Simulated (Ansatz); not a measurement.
Phonon-limited resistivity of SrPt5 (P6/mmm) against temperature in μΩ·cm, PBEsol, DFPT electron-phonon coupling, linearised Boltzmann equation in Ansatz (a first-principles code), harmonic crystal at a fixed cell. x, y and z are the axes of this cell:
```yaml
crystal:
  lattice:
    - [5.39769, 0.00000, 0.00000]
    - [-2.69885, 4.67454, 0.00000]
    - [0.00000, 0.00000, 4.35315]
  atoms:
    - { symbol: Sr, position: [0.00000, 0.00000, 0.00000] }
    - { symbol: Pt, position: [0.50000, 0.50000, 0.50000] }
    - { symbol: Pt, position: [0.00000, 0.50000, 0.50000] }
    - { symbol: Pt, position: [0.50000, 0.00000, 0.50000] }
    - { symbol: Pt, position: [0.66667, 0.33333, 0.00000] }
    - { symbol: Pt, position: [0.33333, 0.66667, 0.00000] }
```

```
T      ρ (x, y)  ρ (z)
-----  --------  -----
50 K       1.66   1.18
77 K        3.6    2.6
100 K       5.2    3.8
150 K       8.7    ___
200 K       ___    8.9
250 K      15.4   11.3
273 K      16.9   12.5
300 K      18.7   13.8
350 K        22   16.2
400 K        25   18.6
500 K        32     24
600 K        39     28
800 K        53     38
```

Task: What belongs in the gaps?

Result: 
- 150 K, ρ (z): 6.4
- 200 K, ρ (x, y): 12.0

A metal at this level (no band gap). Only scattering by harmonic phonons is included (no impurities, grain boundaries, electron-electron scattering or thermal expansion). Spin-orbit coupling is left out, which matters with elements this heavy. Halving the electron mesh (20x20x20) moves the resistivity by up to 7 %. Smearing 0.20 eV; phonons on a 3x3x3 q mesh, which this run doesn't test and which matters most at low temperature.

Formula and space group known from diffraction (Crystallography Open Database), not checked to be the room-temperature form: SrPt5 (P6/mmm).
